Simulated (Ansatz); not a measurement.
NaBeH₃ (Pm-3m, No. 221, 5 atoms in the cell; start mp-23729), treated with HSE06 (PAW; Ansatz, a program for electronic structure).

Run with plane-wave cutoff 460 eV, 6×6×6 k mesh, Fermi–Dirac smearing 0.01 eV, scalar-relativistic PAW data made under PBE.

The cell is the one relaxed with PBEsol. Conventional cell: a = 3.3256 Å, b = 3.3256 Å, c = 3.3256 Å, α = 90.00°, β = 90.00°, γ = 90.00°.

```
BeNaH3
1.0
    3.32559     0.00000     0.00000
    0.00000     3.32559     0.00000
    0.00000     0.00000     3.32559
Na Be H
1 1 3
Direct
  0.50000   0.50000   0.50000
  0.00000   0.00000   0.00000
  0.50000   0.00000   0.00000
  0.00000   0.50000   0.00000
  0.00000   0.00000   0.50000
```

Question: List the 6 lowest band energies at Γ above −25 eV (eV, relative to the valence band maximum), grouping those that round alike.

Answer: At Γ: -10.76, -0.75 (×2), 4.23 (×3).

Note: the run warned that its exchange threshold was loose for the stress.

A start named mp-… is a Materials Project structure, which need not be a measured phase.
